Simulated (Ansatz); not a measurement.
System: 1T (CdI2-type) MnBr2. Method: r²SCAN+rVV10 (Ansatz, a program for electronic structure, PAW).

Numerical settings: plane-wave cutoff 560 eV, 12×12×6 k mesh (along the axes of the cell as run), Fermi–Dirac smearing 0.01 eV, spin-polarised with parallel moments, scalar-relativistic PAW data made under PBE.

Energies at three volumes about the minimum:

```json
[
 {"V (Å³/atom)": "26.023", "E − E_lowest (meV/atom)": "0.71"},
 {"V (Å³/atom)": "26.554", "E − E_lowest (meV/atom)": "0.00"},
 {"V (Å³/atom)": "27.085", "E − E_lowest (meV/atom)": "0.61"}
]
```

Question: Fit a parabola by hand: where is the minimum, and what is the bulk modulus?

Answer: Slopes: (0.00 − 0.71)/(26.554 − 26.023) = -1.337 and (0.61 − 0.00)/(27.085 − 26.554) = 1.149 meV/Å³. Curvature E″ = 2 × (1.149 − (-1.337))/(27.085 − 26.023) = 4.682 meV/Å⁶. From the middle of the first interval, the slope vanishes at V0 = 26.2885 − (-1.337)/4.682 = 26.574 Å³/atom. B = V0 E″ = 26.574 × 4.682 meV/Å³ × 0.1602 GPa per meV/Å³ = 19.9 GPa. The full Birch–Murnaghan fit to all volumes gives V0 = 26.553 Å³/atom and B0 = 19.7 GPa.

Shape and atoms are relaxed at each volume.

Note: the magnetic order was assumed, not searched for or taken from measurement; the bulk modulus comes from volumes at which shape and atoms were relaxed.
